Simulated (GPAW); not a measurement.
GPAW run on SrZn2Ge2 (I4/mmm, 5 atoms in the cell): self-consistent single point.

Method of the run: PBEsol, GPAW PAW datasets PBEsol (made by gpaw-setup) (plane waves; GPAW).

The change in words: lattice scaled by 0.98. Reference geometry:
```yaml
crystal:
  lattice:
    - [-2.15190, 2.15190, 5.15935]
    - [2.15190, -2.15190, 5.15935]
    - [2.15190, 2.15190, -5.15935]
  atoms:
    - { symbol: Sr, position: [0.00000, 0.00000, 0.00000] }
    - { symbol: Zn, position: [0.25000, 0.75000, 0.50000] }
    - { symbol: Zn, position: [0.75000, 0.25000, 0.50000] }
    - { symbol: Ge, position: [0.62041, 0.62041, 0.00000] }
    - { symbol: Ge, position: [0.37959, 0.37959, 0.00000] }
```

Reference input (self-consistent single point, DFT PBEsol, plane waves, GPAW PAW datasets PBEsol (made by gpaw-setup)): mode = pw; ecut = 850 eV; xc = PBEsol; kpts = 6 6 6; mesh shift (steps) = 0 0 0; occupations.name = fermi-dirac; occupations.width = 0.1 eV; nbands = -11; convergence.density = 1e-05 e/electron; convergence.energy = 1e-05 eV/electron; symmetry.symmorphic = false; symmetry.tolerance = 0.0005. This run's input differs from it in these lines:

```diff
@@ -5,5 +5,5 @@
 atoms = Atoms(['Sr', 'Zn', 'Zn', 'Ge', 'Ge'],
-              cell=[[-2.151904, 2.151904, 5.159350],
-                    [2.151904, -2.151904, 5.159350],
-                    [2.151904, 2.151904, -5.159350]],
+              cell=[[-2.108866, 2.108866, 5.056163],
+                    [2.108866, -2.108866, 5.056163],
+                    [2.108866, 2.108866, -5.056163]],
               scaled_positions=[[0.000000, 0.000000, 0.000000],
```

Output, abridged:

```
     iter     time        total  log10-change:
                         energy   eigst   dens
iter:   1 --:--:--   -16.787026
iter:   2 --:--:--   -17.250054   -0.29  -1.31
iter:   3 --:--:--   -16.950662   -1.46  -1.35
iter:   4 --:--:--   -17.109938   -0.98  -1.43
iter:   5 --:--:--   -17.030818   -2.40  -1.69
   [... 2 lines left out ...]
iter:   8 --:--:--   -16.807703   -3.23  -2.64
iter:   9 --:--:--   -16.807968   -3.81  -2.89
iter:  10 --:--:--   -16.807517   -4.84  -3.10
iter:  11 --:--:--   -16.807813   -3.97  -3.29
iter:  12 --:--:--   -16.807579c  -5.57  -3.49
iter:  13 --:--:--   -16.807429c  -4.88  -3.56
iter:  14 --:--:--   -16.807436c  -6.00  -3.73
iter:  15 --:--:--   -16.807403c  -6.22  -3.90
iter:  16 --:--:--   -16.807387c  -5.33  -4.04
iter:  17 --:--:--   -16.807382c  -6.71  -4.18
iter:  18 --:--:--   -16.807384c  -6.41  -4.26
iter:  19 --:--:--   -16.807383c  -7.58c -4.48
iter:  20 --:--:--   -16.807384c  -6.79  -4.51
iter:  21 --:--:--   -16.807383c  -7.53c -4.71
iter:  22 --:--:--   -16.807383c  -9.28c -5.19c
Converged after 22 iterations.

Dipole moment: (-0.000000, 0.000000, 0.000000) |e|*Ang

Energy contributions relative to reference atoms: (reference = -298201.596741)

Kinetic:        +40.527347
Potential:      -27.037098
External:        +0.000000
XC:             -29.850706
Entropy (-ST):   -0.033667
Local:           -0.430092
SIC:             +0.000000
--------------------------
Free energy:    -16.824217
Extrapolated:   -16.807383

Showing only first 2 kpts
 Kpt  Band  Eigenvalues  Occupancy
  0    19      7.92386    1.97915
  0    20      7.92386    1.97915
  0    21      8.02778    1.94216
  0    22      8.03247    1.93947

  1    19      6.37625    2.00000
  1    20      6.43224    2.00000
  1    21     10.31091    0.00000
  1    22     10.39116    0.00000

Fermi level: 8.37917

No gap
   [... lines left out ...]
Energy (eV): -16.807383

Forces in eV/Ang:
  0 Sr    0.00000    0.00000    0.00000
  1 Zn    0.00000   -0.00000    0.00000
  2 Zn    0.00000    0.00000    0.00000
  3 Ge   -0.00000    0.00000   -0.05850
  4 Ge    0.00000    0.00000    0.05850

Stress tensor:
    -0.048330    -0.000000     0.000000
    -0.000000    -0.048330     0.000000
     0.000000     0.000000    -0.054653
Stress (GPa, Voigt): [-7.7433 -7.7433 -8.7564  0.      0.     -0.    ]
```

The run converged in 22 iterations. GPAW prints stress with tension positive. Against the reference run the free energy goes up by 37.0 meV/atom, the pressure goes from 2.76 to 8.08 GPa and the largest force goes from 0.029 to 0.058 eV/Å.

The starting cell comes from a database of computed structures (which also holds hypothetical and non-ambient phases and stackings), without a prior relaxation at this level. Its lattice was rescaled by a random factor within 2.5 % of one. For this run, on top of that: lattice scaled by 0.98. With a pressure of about 8 GPa the cell is away from its equilibrium volume at this level.

Cost on one core of a shared machine: roughly 5 min.
